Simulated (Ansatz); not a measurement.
Given:

```
CELL_PARAMETERS angstrom
      0.00000     2.03108     2.03108
      2.03108     0.00000     2.03108
      2.03108     2.03108     0.00000
ATOMIC_POSITIONS crystal
  Au 0.00000 0.00000 0.00000
```

No spin polarisation.

Level of theory: r2SCAN (Ansatz, a quantum-chemistry and plane-wave program, PAW, no spin-orbit coupling), earlier PAW set. k-mesh 27×27×27 (Γ-centred); smearing 0.1 eV (Fermi–Dirac).

### Question
Predict the pressure, band gap and space group.

### Answer
```json
{
 "pressure": "8.0 GPa",
 "band_gap": "zero",
 "space_group": "Fm-3m (No. 225)"
}
```

The cells carry an imposed strain or load. No phonon test of stability was made. The cell was made from Au in the fcc (Cu type) structure (space group Fm-3m, No. 225) by this change: isotropic strain −1.51 %.
